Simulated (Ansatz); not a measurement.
Start from TiPt₃ in the Cu3Au type structure (space group Pm-3m, No. 221; a = 3.900 Å; relaxed with 0.1 eV smearing).

Computed with PBEsol, PAW, 420 eV (Ansatz, a program for electronic structure; without spin-orbit coupling).

Base values:

The pressure comes out as 0.0 GPa and the band gap comes out as zero.

Now apply this change: an isotropic linear strain of +2.40 %, atoms relaxed at fixed cell.

Estimate the effect on the energy relative to the base, pressure and band gap.

The energy goes up by 58 meV/atom; the pressure goes from zero to -15.8 GPa; the band gap remains zero.

No phonon test of stability was made. All final runs are without spin polarisation.
